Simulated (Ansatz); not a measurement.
**AlAs, alloy series**

Base system: AlAs in the zinc blende structure (space group F-43m, No. 216).

```xyz
2
Lattice="0.0000 2.8373 2.8373 2.8373 0.0000 2.8373 2.8373 2.8373 0.0000" Properties=species:S:1:pos:R:3 pbc="T T T"
As     4.2560     4.2560     4.2560
Al     0.0000     0.0000     0.0000
```

The other end (x = 1) is GaAs in the zinc blende structure (space group F-43m, No. 216): 22.65 Å³/atom, gap 0.42 eV.

Ga replaces a fraction x of Al; each row is one arrangement (x, atoms in the cell, starting space group or random), fully relaxed.

Calculations: PBEsol (Ansatz, a first-principles code), no spin-orbit coupling.

Notes on the quantities. gap character: in this cell's own zone, which can be folded; deviation of the volume from the linear: Vegard-type) interpolation.

```csv
case,gap character,band gap,density,deviation of the volume from the linear
base,–,1.34 eV,3.70 g/cm³,–
"x(Ga) = 0.25, 8 atoms, Amm2",direct at Γ,1.07 eV,4.10 g/cm³,0.0 %
"x(Ga) = 0.25, 8 atoms, P-43m","indirect, Γ → R",1.06 eV,4.10 g/cm³,0.0 %
"x(Ga) = 0.25, 8 atoms, P-4m2",?,1.33 eV,4.10 g/cm³,0.0 %
"x(Ga) = 0.667, 6 atoms, Imm2",direct at Γ,?,4.76 g/cm³,+0.1 %
"x(Ga) = 0.75, 8 atoms, Amm2",direct at Γ,0.64 eV,4.90 g/cm³,0.0 %
```

Q: Complete the table.

A: 
- x(Ga) = 0.25, 8 atoms, P-4m2, gap character: indirect, Γ → M
- x(Ga) = 0.667, 6 atoms, Imm2, band gap: 0.89 eV

Each cell is one ordered arrangement of few atoms, which overstates ordering effects compared with a random alloy. Whether these cells are dynamically stable was not tested. Labels are those of the standard path for the cell's own space group.
